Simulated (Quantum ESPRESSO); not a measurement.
A working Quantum ESPRESSO input for Ru (P6_3/mmc, 4 atoms in the cell) (DFT, PBE, plane waves, GBRV 1.5 ultrasoft (PBE) pseudopotentials):

```fortran
&control
    calculation = 'scf'
    prefix = 'Ru'
    outdir = './tmp'
    pseudo_dir = './'
    tprnfor = .true.
    tstress = .true.
/
&system
    ibrav = 4
    celldm(1) = 5.1967642271
    celldm(3) = 3.217506327594
    nat = 4
    ntyp = 1
    ecutwfc = 40
    ecutrho = 320
    occupations = 'smearing'
    smearing = 'marzari-vanderbilt'
    degauss = 0.0099958
/
&electrons
    conv_thr = 1.0e-11
/
ATOMIC_SPECIES
Ru   101.0700  ru_pbe_v1.2.uspp.F.UPF
ATOMIC_POSITIONS angstrom
Ru    0.0000000000    0.0000000000    0.0000000000
Ru    0.0000000000    0.0000000000    4.4240860000
Ru    0.0000000000    1.5877185516    2.2120430000
Ru    1.3750045997    0.7938592758    6.6361290000
K_POINTS automatic
16 16 5  0 0 0
```

The run converged in 12 iterations: free energy E − TS -10571.6509 eV; Fermi level (on the code's own zero) 21.91 eV; pressure -13.45 GPa. Each of these slips is then made, one at a time:

(1)
```diff
-    conv_thr = 1.0e-11
+    conv_thr = 1.0d-1
```

(2)
```diff
-    ecutwfc = 40
-    ecutrho = 320
```

(3)
```diff
+    tot_charge = 1
```

Question: What happens in each case?

Answer: 
(1) A convergence threshold that is too loose. The run converged in 4 iterations without an error; against the sound input the free energy rises by 13.0 meV/atom and the pressure goes from -13.45 to -35.86 GPa.

(2) No plane-wave cutoff. The program stopped before any SCF iteration.
```
Error in routine set_cutoff (1):
ecutwfc not set
```

(3) An unintended net charge. The run converged in 12 iterations without an error; against the sound input the pressure goes from -13.45 to -88.57 GPa.

The starting cell was generated: these elements placed on a structure prototype, without a prior relaxation; it need not be a known phase or ordering of this composition. Its lattice was rescaled by a random factor within 2.5 % of one. Spin polarisation is off. In the base run, with a pressure of about -13 GPa the cell is away from its equilibrium volume at this level.

Left out of this page: 3 runs of the series outside the window shown, repeating another row's setting, or not comparable.
